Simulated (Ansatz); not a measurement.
**Band edges of zincblende ZnSe (F-43m) under uniaxial stress along [001]**

Cell and atoms are relaxed with PBEsol to each stress (compression positive); bands and masses by PBEsol with spin-orbit coupling, rigid bands (plane waves, PAW; Ansatz, a quantum-chemistry and plane-wave program). Strains are changes of length against the unloaded cell.

```xyz
2
Lattice="0.0000 2.8166 2.8166 2.8166 0.0000 2.8166 2.8166 2.8166 0.0000" Properties=species:S:1:pos:R:3 pbc="T T T"
Zn     0.0000     0.0000     0.0000
Se     4.2249     4.2249     4.2249
```

| stress (GPa) | strain [001] (%) | strain [100] (%) | gap (eV) | mₑ* [001] | mₑ* [100] | mₕ* [001] | mₕ* [100] |
|---|---|---|---|---|---|---|---|
| -2.00 | 3.74 | -1.33 | 0.997 | 0.101 | 0.095 | 0.79 | 0.44 |
| -1.00 | 1.94 | -0.70 | 1.056 | 0.101 | 0.098 | 0.76 | 0.57 |
| 0 | 0 | 0 | 1.114 | 0.100 | 0.100 | 0.66 | 0.66 |
| 1.00 | -2.12 | 0.81 | 1.091 | 0.099 | 0.102 | 0.43 | 0.66 |
| 2.00 | -4.52 | 1.76 | 1.055 | 0.097 | 0.103 | 0.26 | 0.61 |

[001] is the direction of the load; [010] strains as [100]. Masses are conductivity masses at 300 K in electron masses.

Question: From the two loads next to zero, find the Young modulus and the ratio of transverse to axial strain.

Answer: Between -1.00 and 1.00 GPa the strain along [001] changes by -4.06 % and that along [100] by 1.51 %. The modulus is 2.00/0.0406 = 49 GPa and the ratio of the strains 0.37 (PBEsol, atoms relaxed). Along [001] C₁₁ = E(1 − ν)/((1 + ν)(1 − 2ν)) and C₁₂ = C₁₁ν/(1 − ν), which gives C₁₁ ≈ 88 GPa and C₁₂ ≈ 52 GPa.

Question: How fast does the gap move on either side of zero load?

Answer: Under tension, (1.056 − 1.114) eV over -1.00 GPa = 58 meV/GPa, or about -3.0 eV per unit strain; under compression, (1.055 − 1.114) eV over 2.00 GPa = -30 meV/GPa, or about 1.3 eV per unit strain. The two slopes part by 88 meV/GPa; gaps are resolved to about 0.01 eV, which allows 15 meV/GPa, so they differ, even in sign: the gap has a turning point near zero load.

Question: Take the carrier density and the relaxation time as fixed, so that ρ ∝ m*. What gauge factor (Δρ/ρ)/ε follows for current along [001] at the loads next to zero?

Answer: holes at -1.00 GPa: (0.76/0.66 − 1)/0.0194 ≈ 7.8; holes at 1.00 GPa: (0.43/0.66 − 1)/-0.0212 ≈ 16. These are means over a finite load; the small-strain gauge factor differs, most where the load has already emptied the upper valleys or bands. Carriers and loads whose mass moves by under 12 % aren't resolved and aren't listed. The change of shape, which adds a term of order 1 to 2, and that of the scattering between valleys or bands are left out.

Masses are those of dilute carriers in rigid bands with one relaxation time, without polarons. Third decimals of gaps are kept for the arithmetic. Every relaxation keeps the zincblende phase (space group I-4m2 under this load), so a transition, a distortion that breaks the symmetry or fracture can't show.
